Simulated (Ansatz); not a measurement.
**A computed series for CaF2: pressure series**

Base system: CaF2 in the fluorite structure (space group Fm-3m, No. 225; a = 5.511 Å).

Cell and atoms are relaxed at each pressure.

All numbers come from Ansatz (a program for electronic structure), PBE, PAW, cutoff 420 eV, no spin-orbit coupling.

```csv
pressure (GPa),volume per atom (Å³/atom)
-2,14.334
-1,?
0,13.948
1.8,13.644
4.2,13.287
9,12.697
30,11.073
45,10.355
60,9.810
```

Task: Fit the third-order Birch–Murnaghan form P(V) = (3B₀/2)[(V₀/V)^(7/3) − (V₀/V)^(5/3)]·[1 + (3/4)(B₀′ − 4)((V₀/V)^(2/3) − 1)] (squares taken in P) to the rows shown and predict the withheld row.

Result: Least squares on the printed values gives V₀ = 13.947 Å³/atom, B₀ = 77.9 GPa, B₀′ = 4.4; this predicts 14.133 Å³/atom, and the run gives 14.132 Å³/atom, in agreement.

Load acts through the strain it causes; cell and atoms are relaxed under it. Whether these cells are dynamically stable was not tested. Competing high-pressure phases were not computed.
